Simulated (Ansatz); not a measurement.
The reference is BN in the zinc blende structure (space group F-43m, No. 216; a = 3.606 Å).

One thing is altered: the cell is scaled by 0.9850 in all directions; the atoms relax in the strained cell.

Method: PBEsol in Ansatz (plane waves to 420 eV, PAW, no spin-orbit coupling).

Base, band edges from the VBM (valence, conduction): X -4.98, 4.30; W -6.64, 9.48; L -1.96, 10.18; Γ 0.00, 8.81; K -4.14, 6.78; U -4.14, 6.78 eV.

Question: Give the band edges at the high-symmetry points of the new zone, measured from its valence-band maximum.

Answer: 
| point | valence edge (eV) | conduction edge (eV) |
|---|---|---|
| Γ | 0.00 | 9.02 |
| X | -5.21 | 4.34 |
| U | -4.33 | 6.91 |
| K | -4.33 | 6.91 |
| L | -2.05 | 10.78 |
| W | -6.97 | 9.67 |

The gap is 4.34 eV, indirect, Γ → X.

Whether these cells are dynamically stable was not tested.

Ansatz is an electronic-structure program.
